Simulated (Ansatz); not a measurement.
Results of PBE0 (PAW; Ansatz, a program for electronic structure) for Si₂N₂O (Cmc2₁, No. 36).

Settings: plane-wave cutoff 460 eV, 6×6×6 k mesh, Fermi–Dirac smearing 0.01 eV, scalar-relativistic PAW data made under PBE.

The cell is the one relaxed with PBEsol. Conventional cell: a = 8.9212 Å, b = 5.5174 Å, c = 4.8650 Å, α = 90.00°, β = 90.00°, γ = 90.00°.

```xyz
10
Lattice="4.4606 -2.7587 0.0000 4.4606 2.7587 0.0000 0.0000 0.0000 4.8650" Properties=species:S:1:pos:R:3 pbc="T T T"
Si     1.5754    -0.8326     3.5462
Si     7.3458     0.8326     1.1137
Si     7.3458    -0.8326     3.5462
Si     1.5754     0.8326     1.1137
N      1.9462    -0.6844     1.8669
N      6.9750     0.6844     4.2994
N      6.9750    -0.6844     1.8669
N      1.9462     0.6844     4.2994
O      4.4606     1.5878     3.8040
O      4.4606    -1.5878     1.3716
```

Problem. List the 32 lowest band energies at Γ above −25 eV (eV, relative to the valence band maximum), grouping those that round alike.

Solution. At Γ: -21.13, -20.65, -17.70, -15.83, -15.64, -15.57, -9.73, -9.39, -8.83, -6.49, -6.01, -5.81, -5.48, -4.64, -4.40, -3.71, -3.39, -2.42, -2.12, -1.81, -1.80, -1.11, -0.89, 0.00, 7.29, 8.84, 8.86, 9.67, 10.33, 10.90, 11.07, 11.31.

Note: the run warned that its exchange threshold was loose for the stress; cell and atoms aren't relaxed at this level (pressure -2.6 GPa).
